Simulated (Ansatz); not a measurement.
We consider Pb2TeSe (R-3m, No. 166, 4 atoms in the cell; start mp-1217291), described by PBE0 (plane waves, PAW; Ansatz, a first-principles code).

Run with plane-wave cutoff 460 eV, 6×6×6 k mesh, Fermi–Dirac smearing 0.01 eV, scalar-relativistic PAW data made under PBE.

Cell (relaxed with PBEsol):

Space group R-3m, hexagonal axes (No. 166); a = b = 4.4350 Å, c = 21.7095 Å, α = β = 90.00°, γ = 120.00°

```
atom  site  symmetry       x       y       z
----  ----  --------  ------  ------  ------
Te      3b       -3m  0.0000  0.0000  0.5000
Pb      6c        3m  0.0000  0.0000  0.2555
Se      3a       -3m  0.0000  0.0000  0.0000
```
(The calculation used a cell of 4 atoms; values per cell refer to that cell.)

Task: Predict the band gap and Γ–Γ gap.

Result: 
- band gap: 1.42 eV (on the SCF k mesh)
- Γ–Γ gap: 1.48 eV

Note: cell and atoms aren't relaxed at this level (largest force component 0.03 eV/Å, pressure 1.8 GPa).

Spin–orbit coupling is not included; with these elements it can move the gap by several tenths of an eV or more.

Static lattice: no zero-point or thermal effects.

It cost very roughly 8 core-minutes of CPU time.

A start named mp-… is a Materials Project structure, which need not be a measured phase.
